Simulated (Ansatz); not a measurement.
**SiH3 on the 1x1 (111) surface of fcc Al, one in a 2x2 cell, started at the site 'top Al'**

The numbers are results of r2SCAN, at the PBE geometry and the start's symmetry (plane waves to 500 eV, PAW; Ansatz, a program for electronic structure), not measurements.

Model: 20-atom slab, 7.0 Å thick at the start under the adsorbate (thin: gaps and levels are the slab's own), 6x6x1 mesh, Fermi-Dirac 0.1 eV, dipole correction, single point; on the structure that PBE left under its start's symmetry; spin-polarised, no spin-orbit, no U, no dispersion correction. The starting moment vanished. The program's check for a lower electronic state was not made. At the end it is bonded to Al. In PBE it is, or lies within 0.03 eV of, the lowest of the starts that converged; the order may differ at this level.

```yaml
adsorption energy against SiH4(g) − ½ H2(g) at the same level: 0.012 eV
work_function_of_the_top_face: 4.95 eV
change_of_the_work_function: 0.87 eV
change_of_the_step_from_the_bottom_to_the_top_vacuum_level_against_the_clean_slab: 0.89 eV
height of the binding atom over the mean of the host atoms within 0.3 Å of the top one: 2.504 Å
magnetic_moment_of_the_cell: 0.00 μB
nearest_host_atoms_of_the_binding_atom: Al at 2.50 Å, Al at 4.02 Å, Al at 4.02 Å
cost: roughly 4 core-minutes
```

A negative adsorption energy means that the adsorbate is more stable on the surface than in its reference.
